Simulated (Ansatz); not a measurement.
We consider fluorite PbF2 (high-temperature phase), described by r²SCAN+SOC (PAW; Ansatz, a program for electronic structure).

Numerical settings: plane-wave cutoff 560 eV, 10×10×10 k mesh, Fermi–Dirac smearing 0.01 eV, PAW data made under PBE.

The volume scan:

```json
[
 {"V (Å³/atom)": "16.233", "E − E_lowest (meV/atom)": "16.90", "P (GPa)": "5.55"},
 {"V (Å³/atom)": "16.578", "E − E_lowest (meV/atom)": "7.21", "P (GPa)": "3.48"},
 {"V (Å³/atom)": "16.924", "E − E_lowest (meV/atom)": "1.73", "P (GPa)": "1.64"},
 {"V (Å³/atom)": "17.269", "E − E_lowest (meV/atom)": "0.00", "P (GPa)": "0.00"},
 {"V (Å³/atom)": "17.614", "E − E_lowest (meV/atom)": "1.61", "P (GPa)": "-1.47"},
 {"V (Å³/atom)": "17.960", "E − E_lowest (meV/atom)": "6.20", "P (GPa)": "-2.77"},
 {"V (Å³/atom)": "18.305", "E − E_lowest (meV/atom)": "13.45", "P (GPa)": "-3.93"}
]
```

Question: Fit the third-order Birch–Murnaghan equation and give B0 and B′.

Answer: V0 = 17.268 Å³/atom, B0 = 77.4 GPa, B′ = 4.8 (fit to the energies at full precision).

Measured, for comparison: bulk modulus 64 GPa, equilibrium volume per atom 17.46 Å³/atom (temperature not stated, not corrected to a static lattice; as tabulated in Cadelano and Cappellini (2011), arXiv:1107.5962). Computed (rounded) less measured: bulk modulus +21 %, equilibrium volume per atom -1.1 %. A static lattice is as a rule a little smaller and stiffer than an uncorrected measurement, which narrows the difference in the equilibrium volume per atom and would widen misses of the other sign.
